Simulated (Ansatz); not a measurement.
A self-consistent single point of MoS2 (R3m, 3 atoms in the cell) with Ansatz (a first-principles code).

Level of theory: PBE, PAW files (plane waves; Ansatz).

The change in words: lattice scaled by 0.97. Reference geometry:
```
CELL_PARAMETERS angstrom
      1.59215     0.91923     6.48210
     -1.59215     0.91923     6.48210
      0.00000    -1.83846     6.48210
ATOMIC_POSITIONS crystal
  Mo 0.99978 0.99978 0.99978
  S  0.41294 0.41294 0.41294
  S  0.25330 0.25330 0.25330
```

Reference input (self-consistent single point, DFT, PBE, plane waves, PAW files): kpoints.mp_grid.grid = 12 12 12; hamiltonian.xc = pbe; hamiltonian.pseudopotentials = {kind: paw} (the program's default PAW files); scf.occupations.method = gaussian; scf.occupations.width = 0.01 eV. This run's input differs from it in these lines:

```diff
@@ -2,5 +2,5 @@
   lattice:
-    - [1.592150, 0.919228, 6.482100]
-    - [-1.592150, 0.919228, 6.482100]
-    - [0.000000, -1.838456, 6.482100]
+    - [1.544386, 0.891651, 6.287637]
+    - [-1.544386, 0.891651, 6.287637]
+    - [0.000000, -1.783302, 6.287637]
   atoms:
```

Output, abridged:

```
SCF iter   1: F=—  HF=-6763.348088 eV  |F-HF|=—  |Δ(HF+E_count)|=         —  Δρ=6.03e-2  dr2=2.40e0  ethr=3.10e-3  ⟨swp⟩=7.0  Hψ=20528  notcnv=0
all-band conjugate gradients solve this SCF's bands
preconditioner: auto → none
SCF iter   2: F=—  HF=-6762.661376 eV  |F-HF|=—  |Δ(HF+E_count)|=   6.87e-1  Δρ=2.56e-2  dr2=5.68e-1  ethr=3.10e-3  ⟨swp⟩=3.2  Hψ=8382  notcnv=0
SCF iter   3: F=—  HF=-6762.583149 eV  |F-HF|=—  |Δ(HF+E_count)|=   7.82e-2  Δρ=1.41e-2  dr2=8.70e-2  ethr=2.18e-3  ⟨swp⟩=2.3  Hψ=4821  notcnv=0
SCF iter   4: F=—  HF=-6762.571539 eV  |F-HF|=—  |Δ(HF+E_count)|=   1.16e-2  Δρ=2.67e-3  dr2=4.43e-3  ethr=3.35e-4  ⟨swp⟩=2.2  Hψ=5776  notcnv=0
SCF iter   5: F=—  HF=-6762.570904 eV  |F-HF|=—  |Δ(HF+E_count)|=   6.35e-4  Δρ=3.81e-4  dr2=5.67e-5  ethr=1.70e-5  ⟨swp⟩=2.8  Hψ=5925  notcnv=0
SCF iter   6: F=—  HF=-6762.570935 eV  |F-HF|=—  |Δ(HF+E_count)|=   3.06e-5  Δρ=8.07e-5  dr2=2.53e-6  ethr=2.18e-7  ⟨swp⟩=2.3  Hψ=5689  notcnv=0
SCF iter   7: F=-6762.570935 eV  HF=-6762.570935 eV  |F-HF|=1.16e-8  |Δ(HF+E_count)|=  7.53e-10  Δρ=1.00e-5  dr2=4.07e-8  ethr=3.85e-10  ⟨swp⟩=6.0  Hψ=19426  notcnv=0
SCF 1 converged in 7 iterations: F = -6762.570935 eV  dr2 = 4.07e-8
Free energy (F): -6762.570935 eV
Internal energy: -6762.570935 eV  (E = F + TS)
E sigma→0 (E₀):  -6762.570935 eV
Fermi energy:    11.914157 eV
--- Forces (eV/Å), atoms counted from 1 ---
  atom   1  Mo    -0.00000000    -0.00000000    -0.00097029
  atom   2  S      0.00000000     0.00000000     1.86365481
  atom   3  S     -0.00000000    -0.00000000    -1.86268863
--- Stress (GPa, compression-positive) ---
       16.094066       0.000000       0.000000
        0.000000      16.094066      -0.000000
        0.000000      -0.000000      19.011394
  P = ⅓ Tr σ = 17.0665 GPa (170.665 kbar)
  The stress holds the Pulay correction. Without it, at fixed plane waves, as pw.x and ABINIT print it: P = 17.0325 GPa
```

The run converged in 7 iterations. Against the reference run the free energy rises by 89.0 meV/atom, the pressure goes from 1.36 to 17.07 GPa, the largest force goes from 0.159 to 1.864 eV/Å and the gap on the mesh goes from 1.076 to 1.135 eV.

The starting cell comes from a database of computed structures (which also holds hypothetical and non-ambient phases and stackings), without a prior relaxation at this level. For this run, on top of that: lattice scaled by 0.97. Forces in this geometry exceed 1 eV/Å. Ansatz's pressure includes its estimate of the finite-basis (Pulay) stress.

Keys are those of Ansatz 0.2.
